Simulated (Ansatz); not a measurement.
Consider PbS in the rock salt structure (space group Fm-3m, No. 225).

```yaml
crystal:
  lattice:
    - [0.00000, 2.95141, 2.95141]
    - [2.95141, 0.00000, 2.95141]
    - [2.95141, 2.95141, 0.00000]
  atoms:
    - { symbol: S, position: [0.00000, 0.00000, 0.00000] }
    - { symbol: Pb, position: [0.50000, 0.50000, 0.50000] }
```

All numbers come from Ansatz (an electronic-structure program), PBEsol, PAW, cutoff 420 eV, no SOC, earlier PAW set.

Base values:

- Volume per atom: 25.71 Å³
- Band gap: 0.20 eV

Perturbation: cell and atoms relaxed at a pressure of 1.5 GPa.

Problem. How does this affect the volume per atom and band gap?

Solution. The volume per atom falls by 0.60 Å³ (25.71 Å³ → 25.11 Å³); the band gap decreases by 0.095 eV (0.20 eV → 0.11 eV).

With Pb present, leaving out spin-orbit coupling can change the band edges. Load acts through the strain it causes; cell and atoms are relaxed under it. No phonon test of stability was made. A zero or small gap of PbS can be the functional's error rather than a property of the material.
